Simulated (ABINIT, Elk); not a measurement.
An Elk input for a self-consistent single point of PdIn (Pm-3m, 2 atoms in the cell) (DFT, PBE, all-electron FP-LAPW, Elk's shipped species files, LAPW+lo basis):

```
tasks
  0

xctype
  20

rgkmax
  7.5

gmaxvr
  14.0

nxoapwlo
  1

rmtscf
  0.97

stype
  3

swidth
  0.00499791

avec
    6.2011835211    0.0000000000    0.0000000000
    0.0000000000    6.2011835211    0.0000000000
    0.0000000000    0.0000000000    6.2011835211

atoms
  2   : nspecies
  'In.in'   : spfname
  1   : natoms; atposl, bfcmt below
  0.5000000000  0.5000000000  0.5000000000    0.0 0.0 0.0
  'Pd.in'   : spfname
  1   : natoms; atposl, bfcmt below
  0.0000000000  0.0000000000  0.0000000000    0.0 0.0 0.0

ngridk
  13 13 13
```

### Question
Write the same calculation as an input for ABINIT.

### Answer
One input that does it (others would too):

```
# PdIn, JTH v2.0 PBE PAW
pp_dirpath "./"
pseudos "In.GGA_PBE-JTH.xml, Pd.GGA_PBE-JTH.xml"
acell 3.2815250000 3.2815250000 3.2815250000 Angstrom
rprim
         1.0000000000    0.0000000000    0.0000000000
         0.0000000000    1.0000000000    0.0000000000
         0.0000000000    0.0000000000    1.0000000000
natom 2
ntypat 2
znucl 49 46
typat 1 2
xred
         0.5000000000    0.5000000000    0.5000000000
         0.0000000000    0.0000000000    0.0000000000
ecut 24
pawecutdg 48
pawxcdev 0
occopt 3
tsmear 0.00499791
nband 22
kptopt 1
ngkpt 13 13 13
nshiftk 1
shiftk 0 0 0
nstep 100
toldfe 1.0e-09
prtwf 0
prtden 0
enunit 1
```

Basis, cutoffs, solver keys and any potentials are the target program's own. This input uses DFT, PBE, plane waves, PAW (JTH v2.0 PBE PAW).

The starting cell has typed, rounded lattice constants, without a prior relaxation at this level. Its lattice was rescaled by a random factor within 2.5 % of one.
